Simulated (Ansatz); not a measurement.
**ZrIr (P4/mmm, No. 123, 2 atoms in the cell; start mp-1017541; a measured phase of this formula has another space group)**

The numbers are results of LDA in Ansatz (plane waves, PAW), not measurements.

Numerical settings: plane-wave cutoff 520 eV, 18×18×16 k mesh (along the axes of the cell as run), Fermi–Dirac smearing 0.05 eV, no spin polarisation, scalar-relativistic PAW data made under PBE.

Cell (relaxed at this level):

```
CELL_PARAMETERS angstrom
      3.06028     0.00000     0.00000
      0.00000     3.06028     0.00000
      0.00000     0.00000     3.61409
ATOMIC_POSITIONS crystal
  Zr 0.50000 0.50000 0.50000
  Ir 0.00000 0.00000 0.00000
```

For ZrIr (P4/mmm, No. 123, 2 atoms in the cell; start mp-1017541; a measured phase of this formula has another space group), the bulk modulus comes out as 219 GPa.

Note: the run has no spin polarisation, so it can have missed a magnetic state; the bulk modulus is −V dP/dV from two relaxed cells at ±2 % in volume; the relaxation could not lower the start's symmetry, so the cell can be a saddle point above a distorted one.

Spin–orbit coupling is not included.

The computed numbers hold no vibrational or temperature effects.

Computing time: around 80 core-seconds (rough).

A start named mp-… is a Materials Project structure, which need not be a measured phase.

Ansatz is a program for electronic structure.
